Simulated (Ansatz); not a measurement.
How far to go with the SCF threshold: In (I4/mmm, 1 atom in the cell)

```xyz
1
Lattice="-1.6299 1.6299 2.4824 1.6299 -1.6299 2.4824 1.6299 1.6299 -2.4824" Properties=species:S:1:pos:R:3 pbc="T T T"
In     0.0000     0.0000     0.0000
```

Method of the run: PBE, PAW files (plane waves; Ansatz, a first-principles code).

Base settings: basis.ecutwfc = 420 eV; kpoints.mp_grid.grid = 14 14 14; hamiltonian.xc = pbe; hamiltonian.pseudopotentials = {kind: paw} (the program's default PAW files); scf.occupations.method = fermi_dirac; scf.occupations.width = 0.1 eV.

The mesh stays at the base's, so the ladder's end is converged at best in this setting alone.

Only quantities that move along the ladder and can be compared are tabulated.

The count of work is k-points × plane waves × bands × iterations; it is no time. 

The starting cell has typed, rounded lattice constants, without a prior relaxation at this level. Its lattice was rescaled by up to half a per cent.

Steps (scf.convergence.dr2_threshold): 0.1 eV; 0.01 eV; 0.001 eV; 0.0001 eV; 1e-05 eV; 1e-06 eV; 1e-07 eV; 1e-08 eV; 1e-10 eV; 1e-12 eV.

Q: What is the coarsest scf.convergence.dr2_threshold that holds the free energy within 2 meV/atom of the last step, with all finer ones?

A: 0.01 eV, at 0.43 of the last step's count of work; the step before is off by 4.6 meV/atom.

| scf.convergence.dr2_threshold | free energy less the last step's (meV/atom) | count of work / last |
|---|---|---|
| 0.1 eV | 4.56 | 0.29 |
| 0.01 eV | 0.09 | 0.43 |
| 0.001 eV | 0.00 | 0.57 |
| 0.0001 eV | 0.00 | 0.57 |
| 1e-05 eV | 0.00 | 0.71 |
| 1e-06 eV | 0.00 | 0.71 |
| 1e-07 eV | 0.00 | 0.86 |
| 1e-08 eV | 0.00 | 0.86 |
| 1e-10 eV | 0.00 | 1.0 |
| 1e-12 eV | 0.00 | 1.0 |

Keys are those of Ansatz 0.2.
